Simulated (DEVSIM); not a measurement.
Structure: Ru/SiO2/p-Si capacitor, at 300 K.

Layer 1 from the left is SiO2, thickness (nm) 4.70. Layer 2 from the left is Si, thickness (nm) 12000, Na (cm⁻³) 2.3e15.

Metal gate on the left, work function 4.7 eV. Fixed charge at the semiconductor interface -4e11 cm⁻² (in units of +e); no interface traps.

Constants are typed, rounded textbook-type inputs, not results; the design itself was drawn at random and stands for no fabricated device. Values at 300 K.

SiO2: gap (eV) 9, affinity (eV) 0.9, permittivity 3.9. Si: gap (eV) 1.124, affinity (eV) 4.05, permittivity 11.7, Nc (cm⁻³) 2.86e19, Nv (cm⁻³) 3.1e19.

Estimate by hand the flat-band voltage, the threshold voltage, and compare with a numerical solution.


- Flat-band voltage: C = 0.735 μF/cm², work-function difference -0.228 V; VFB = φms − qNf/C = -0.14 V; numerical -0.14 V.
- Threshold voltage: φF = 0.317 V, depletion charge √(4εqNφF) = 2.20e-8 C/cm²; VT = VFB + 2φF + Qd/C = 0.52 V; numerical 0.52 V.

Simulated with DEVSIM: 1D Poisson equation in equilibrium, Boltzmann statistics, complete ionisation; no quantum confinement or tunnelling. Metal contacts follow the ideal Schottky-Mott rule: no Fermi-level pinning, no interface dipoles.
